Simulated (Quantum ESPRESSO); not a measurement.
# Habitual settings against a tight run: YPb3 (Pm-3m, 4 atoms in the cell)

Self-consistent single point.

```
YPb3
1.0
    4.78465     0.00000     0.00000
    0.00000     4.78465     0.00000
    0.00000     0.00000     4.78465
Y Pb
1 3
Direct
  0.00000   0.00000   0.00000
  0.50000   0.50000   0.00000
  0.00000   0.50000   0.50000
  0.50000   0.00000   0.50000
```

Method of the run: LDA (PZ), GBRV 1.5 ultrasoft (LDA) pseudopotentials (plane waves; Quantum ESPRESSO 7.5).

Base settings: ecutwfc = 40 Ry; ecutrho = 320 Ry; occupations = smearing; smearing = fd; degauss = 0.0073499 Ry; potentials = {Y: y_lda_v1.4.uspp.F.UPF, Pb: pb_lda_v1.uspp.F.UPF}; K_POINTS = automatic 6 6 6 0 0 0; conv_thr = 1e-10 Ry.

Tight run (finer mesh or higher cutoff; not a proven limit): ecutwfc: 40 Ry → 56 Ry; ecutrho: 320 Ry → 448 Ry; conv_thr: 1e-10 Ry → 7.3e-11 Ry; K_POINTS: automatic 6 6 6 0 0 0 → automatic 9 9 9 0 0 0. It gave Fermi level (on the code's own zero) 12.50 eV; pressure -1.20 GPa.

Quick runs, as changes from the base:
- A: the base itself
- B: ecutwfc: 40 Ry → 24 Ry; ecutrho: 320 Ry → 192 Ry; smearing: fd → cold; degauss: 0.0073499 Ry → 0.0099958 Ry; conv_thr: 1e-10 Ry → 7.3e-05 Ry
- C: ecutwfc: 40 Ry → 24 Ry; ecutrho: 320 Ry → 192 Ry; smearing: fd → gauss; degauss: 0.0073499 Ry → 0.0099958 Ry; K_POINTS: automatic 6 6 6 0 0 0 → automatic 3 3 3 1 1 1
- D: ecutwfc: 40 Ry → 20 Ry; ecutrho: 320 Ry → 160 Ry; conv_thr: 1e-10 Ry → 7.3e-05 Ry; K_POINTS: automatic 6 6 6 0 0 0 → automatic 8 8 8 0 0 0
- E: ecutwfc: 40 Ry → 32 Ry; ecutrho: 320 Ry → 256 Ry; smearing: fd → gauss; degauss: 0.0073499 Ry → 0.036749 Ry; conv_thr: 1e-10 Ry → 7.3e-05 Ry; K_POINTS: automatic 6 6 6 0 0 0 → automatic 2 2 2 0 0 0
- F: ecutwfc: 40 Ry → 28 Ry; ecutrho: 320 Ry → 224 Ry; conv_thr: 1e-10 Ry → 7.3e-05 Ry; pseudopotentials: {Y: y_lda_v1.4.uspp.F.UPF, Pb: pb_lda_v1.uspp.F.UPF} → {Y: y_pbesol_v1.4.uspp.F.UPF, Pb: pb_pbesol_v1.uspp.F.UPF}; K_POINTS: automatic 6 6 6 0 0 0 → automatic 8 8 8 0 0 0 [PBEsol]

Energies are extrapolated to zero smearing width, which holds to low order in the width alone (under cold and Methfessel-Paxton smearing the free energy itself is taken).

Dashes: pressure of B, D, E, F, not trusted under this conv_thr with d or f elements; energy of F, another energy zero.

† marks runs with another functional, U, potentials or spin treatment: their distance from the tight run is not a convergence error alone.

The count of work is k-points × plane waves × bands × iterations; it is no time. 

The starting cell comes from a database of computed structures (which also holds hypothetical and non-ambient phases and stackings), without a prior relaxation at this level. Its lattice was rescaled by a random factor within 2.5 % of one.

```tsv
run	energy less tight (meV/atom)	pressure less tight (GPa)	count of work / tight
A	3.4	-0.04	0.35
B	32.1	–	0.072
C	-22.7	-2.19	0.032
D	383.6	–	0.12
E	313.6	–	0.022
F†	–	–	0.20
```

Among the runs at the tight run's level, the energy misses run from 3.4 to 383.6 meV/atom.
